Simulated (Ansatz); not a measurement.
## A constructed model of the (111) surface of fcc Cu, a layer of In in place of the third plane (bottom of the slab: a bare face, its two planes held)

Computed with PBE (plane waves to 420 eV, PAW; Ansatz, an electronic-structure program).

Model: 6-atom slab, 10.6 Å thick at the start with caps and adatoms (thin: gaps and levels are the slab's own), 17x17x1 mesh, Fermi-Dirac 0.1 eV, dipole correction, 2 atoms held, the rest relaxed; symmetry of the start imposed; no spin, no spin-orbit, no U. In PBE it lies 0.10 eV a 1x1 cell over the lowest computed structure of the same composition (a layer of In in place of the second plane).

| Property | Value |
|---|---|
| work function of the top face | 4.89 eV |
| energy released by relaxation | 0.52 eV |
| cost | very roughly 3 core-minutes |
